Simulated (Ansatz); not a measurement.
Band structure of TaAs (I4_1md, 4 atoms in the cell).

```
TaAs
1.0
   -1.75212     1.75212     5.97122
    1.75212    -1.75212     5.97122
    1.75212     1.75212    -5.97122
Ta As
2 2
Direct
  0.49997   0.99997   0.50000
  0.74997   0.74997   0.00000
  0.08263   0.58263   0.50000
  0.33263   0.33263   0.00000
```

Level of theory: LDA (PW92), PAW files made with PBE (plane waves; Ansatz, a quantum-chemistry and plane-wave program).

Settings: kpoints.mp_grid.grid = 7 7 7; hamiltonian.xc = lda; hamiltonian.pseudopotentials = {kind: paw} (an earlier, softer set of the program's PAW files); scf.occupations.method = methfessel_paxton; scf.occupations.width = 0.1 eV; kpoints.band_path.npoints = 10.

The starting cell comes from a database of computed structures (which also holds hypothetical and non-ambient phases and stackings), without a prior relaxation at this level. Its lattice was rescaled by a random factor within 2.5 % of one. Spin-orbit coupling is off. Spin polarisation is off.

Levels in eV from the Fermi level, bands 25 to 32:
```
point     25     26     27     28    29    30    31    32
-----  -----  -----  -----  -----  ----  ----  ----  ----
Γ      -2.15  -1.80  -1.57  -1.57  0.85  1.45  2.17  2.87
X      -3.05  -3.05  -1.02  -1.02  2.56  2.56  2.82  2.82
Y      -3.03  -3.03  -1.04  -1.04  2.42  2.42  2.72  2.72
S      -2.30  -2.28  -1.61  -0.07  0.05  1.58  1.95  2.32
Z      -2.56  -2.56  -0.91  -0.91  1.13  1.13  2.10  2.10
S1     -2.30  -2.28  -1.61  -0.07  0.05  1.58  1.95  2.32
N      -2.32  -2.19  -1.44  -0.27  0.13  1.28  2.06  2.25
P      -3.06  -3.06  -1.02  -1.02  2.57  2.57  2.81  2.81
Y1     -3.03  -3.03  -1.04  -1.04  2.42  2.42  2.72  2.72
```

Bands cross the Fermi level along this path, so the cell is metallic at this level.

Keys are those of Ansatz 0.2.
